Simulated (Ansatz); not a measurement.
Given:

```
Nb
1.0
   -1.64166     1.64166     1.61913
    1.64166    -1.64166     1.61913
    1.64166     1.64166    -1.61913
Nb
1
Direct
  0.00000   0.00000   0.00000
```

Calculation: PBEsol, rigid bands (plane waves, PAW, scalar-relativistic; Ansatz, a first-principles code). Condition of this run: uniaxial stress zz = 2 GPa (compression positive) (the target of the relaxation). Cell: cell and atoms relaxed with PBEsol, then loaded as said.

Q: Predict the product ρ₀λ of resistivity and mean free path that follows from the Fermi surface's area.

A: 3.8 ×10⁻¹⁶ Ω·m².

Q: And the Drude plasma energy and the root-mean-square Fermi velocity at 300 K?

A: 9.4 eV; 6.5e5 m/s.

A metal at this level (no band gap); rigid bands, thermally averaged at 300 K, both spins. Spin-orbit coupling is left out. τ is one relaxation time for all states; the product of resistivity and mean free path takes one path for all states instead.
